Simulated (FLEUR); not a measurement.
A self-consistent single point of AgI (F-43m, 2 atoms in the cell) with FLEUR.

Method of the run: FLEUR with PBE, all-electron FLAPW (FLEUR), scalar-relativistic valence.

The change in words: lattice scaled by 0.98. Reference geometry:
```
CELL_PARAMETERS angstrom
      0.00000     3.22630     3.22630
      3.22630     0.00000     3.22630
      3.22630     3.22630     0.00000
ATOMIC_POSITIONS crystal
  Ag 0.00000 0.00000 0.00000
  I  0.75000 0.75000 0.75000
```

Reference input (self-consistent single point, DFT, PBE, all-electron FLAPW (FLEUR), scalar-relativistic valence): Kmax = 4.1 1/bohr; GmaxXC = 12.3 1/bohr; xcFunctional = pbe; jspins = 1; l_soc = F; mode = hist; fermiSmearingEnergy = 0.00036749 Htr; mesh (inpgen div1-3) = 9 9 9; inpgen gamma flag = false; Gmax = 12.3 1/bohr; numbands = 0; maxIterBroyd = 25. This run's input differs from it in these lines:

```diff
@@ -3,5 +3,5 @@
 &input film=f /
-0.0000000000 6.0968215062 6.0968215062
-6.0968215062 0.0000000000 6.0968215062
-6.0968215062 6.0968215062 0.0000000000
+-0.0000000000 5.9748850382 5.9748850382
+5.9748850382 -0.0000000000 5.9748850382
+5.9748850382 5.9748850382 -0.0000000000
 1.0
@@ -43,5 +43,5 @@
          <bravaisMatrix>
-            <row-1>    0.0000000000000000     6.0968215062000004     6.0968215062000004</row-1>
-            <row-2>    6.0968215062000004     0.0000000000000000     6.0968215062000004</row-2>
-            <row-3>    6.0968215062000004     6.0968215062000004     0.0000000000000000</row-3>
+            <row-1>    0.0000000000000000     5.9748850382000001     5.9748850382000001</row-1>
+            <row-2>    5.9748850382000001     0.0000000000000000     5.9748850382000001</row-2>
+            <row-3>    5.9748850382000001     5.9748850382000001     0.0000000000000000</row-3>
          </bravaisMatrix>
```

Output, abridged:

```
 Iteration:     1   Distance:       4.62681273 me/bohr^3
 Iteration:     2   Distance:       4.12788198 me/bohr^3
 Iteration:     3   Distance:       2.46168736 me/bohr^3
 Iteration:     4   Distance:       0.96156363 me/bohr^3
 Iteration:     5   Distance:       0.38685762 me/bohr^3
   [... 7 lines left out ...]
 Iteration:    13   Distance:       0.00008310 me/bohr^3
 Iteration:    14   Distance:       0.00001386 me/bohr^3
 Iteration:    15   Distance:       0.00001368 me/bohr^3
 Iteration:    16   Distance:       0.00000106 me/bohr^3
 Run finished successfully
 Stop message:
   Structural relaxation: Done

[file out, last iteration]
             iter=     17
[...]
          total density-effective poten   -2.0632416925E+04
          total charge density-energy d   -3.3122768550E+02
 Updated energy parameters for spin:           1
[...]
 fermi energy and band-weighting factors:
    0.643962    0.646468    0.646468

[...]
FERMIE:
          first approx. to ef    (T=0)  :   0.169281 htr   (energy of the highest occ. eigenvalue)
          number of occ. states  (T=0)  :        935
          first approx. to seigv (T=0)  : -25.668279 htr
          sum of weights of occ. states :  17.000000
          sum of semicore charge        :   0.000000 e
FERHIS:  Fermi-Energy by histogram:
          bandgap                     :   0.050167 htr
   [... lines left out ...]
          charge neutrality (T=0)     :   0.000000    (zero if the highest occ. eigenvalue is "entirely" occupied)
 Direct bandgap for spin            1 :    5.0166895599226324E-002  Htr
 ---->    free energy=                    -12436.3909487963 htr
   [... lines left out ...]
      extrapolation for T->0
 ---->    total electron energy=          -12436.3909487963 htr
 ***** TOTAL FORCES ON ATOMS *****
 TOTAL FORCE FOR ATOM TYPE=  1  X=  0.000   Y=  0.000   Z=  0.000
                       FX_TOT= 0.000000 FY_TOT= 0.000000 FZ_TOT= 0.000000
 TOTAL FORCE FOR ATOM TYPE=  2  X= -2.987   Y= -2.987   Z= -2.987
                       FX_TOT= 0.000000 FY_TOT= 0.000000 FZ_TOT= 0.000000
 Structural relaxation: Done
```

The run converged in 16 iterations. FLEUR gives forces in its relaxation mode, with a further iteration, so its stop message speaks of a relaxation. Against the reference run the free energy goes up by 49.0 meV/atom and the gap on the mesh hardly changes (1.359 to 1.365 eV).

The starting cell comes from a database of computed structures (which also holds hypothetical and non-ambient phases and stackings), without a prior relaxation at this level. Its lattice was rescaled by a random factor within 2.5 % of one. For this run, on top of that: lattice scaled by 0.98. Spin-orbit coupling is off. Values depend on the basis (sphere radii, cutoffs, local orbitals), which need not be converged.

Cost on one core of a shared machine: roughly 2 min.
